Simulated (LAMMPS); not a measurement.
LAMMPS 22 Jul 2025, classical MD, Stillinger-Weber (GaN.sw): GaN, 110592 atoms.

```text
units metal
atom_style atomic
read_data unit.data
replicate 24 24 24
pair_style sw
pair_coeff * * GaN.sw Ga N
velocity all create 1600 4928 dist gaussian loop geom
fix 1 all nve
fix 2 all langevin 800 800 0.04 9876 zero yes
timestep 0.001
thermo 100
run 300
reset_timestep 0
write_restart start.rst
```

```text
read_restart start.rst
pair_style sw
pair_coeff * * GaN.sw Ga N
neighbor 2.0 bin
neigh_modify every 1 delay 0 check yes
fix 1 all nve
timestep 0.001
thermo_style custom step temp pe etotal press
thermo_modify format float %.10g
thermo 100
group probe id 1:48
dump probe probe custom 1000000 forces.txt id fx fy fz
dump_modify probe sort id format float %.8g
run 600
```

box: 76.5 × 132.6 × 124.4 Å.

start: generated wurtzite lattice, warmed in an untimed run.

Compared values: energy and forces of the first step, drift over the run.

Machine: one whole node, Arm Neoverse V2, 96 cores on 1 socket, no SMT, 1 L3 cache group.

Times are wall-clock medians of two to five runs, from launch to exit, with nothing else on the machine. Processes are pinned to neighbouring cores unless said otherwise. The times hold for this build (PyPI wheel: MPICH, OPENMP and OPT packages). Scratch files lie in a memory file system. A preparatory run goes ahead and isn't timed.

Measured:

```tsv
cores	layout	wall time
4	4 ranks	43.6 s
16	16 ranks	11.2 s
32	32 ranks	5.72 s
48	48 ranks	4.18 s
```

Problem. Take a serial part s and a parallel part w, T = s + w/p on p cores. What does the fit give for 8 ranks and for 64 ranks, and what is measured?

Solution. A fit of relative deviations gives s = 0.548 s and w = 171 core-seconds; it misses the rows shown by at most 3 %.

| cores | layout | fit | measured | measured against fit |
|---|---|---|---|---|
| 8 | 8 ranks | 21.9 s | 22.1 s | +1 % |
| 64 | 64 ranks | 3.21 s | 3.04 s | -5 % |

Efficiency, counted from 4 cores, stays above one half up to 88 cores, the most tried. The shortest time, 2.6 s, comes at 88 cores. The share that grows most is that of set-up, start and exit outside the loop: from 0.53 % of the time on 4 cores to 11 % on 88. The largest part on 88 cores, pair forces (Pair), takes 43 s on 4 and 1.9 s there.
